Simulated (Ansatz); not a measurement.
Consider TiO2 in the rutile structure (space group P4_2/mnm, No. 136; a = 4.6435 Å, c = 2.9637 Å).

The values are results of PBE, PAW, 420 eV (Ansatz, an electronic-structure program; scalar-relativistic without spin-orbit coupling), earlier PAW set, not measurements.

One thing is altered: every lattice vector is shortened by 2.43 %, atoms relaxed at fixed cell.

Question: What happens to the energy relative to the base?

Answer: The energy grows by 41 meV/atom.

Question: Predict the new mean gap deformation potential ΔEg/Δln V.

Answer: The mean gap deformation potential ΔEg/Δln V is -1.0 eV.

The cells carry an imposed strain or load. No phonon test of stability was made. The final runs are not spin-polarised.
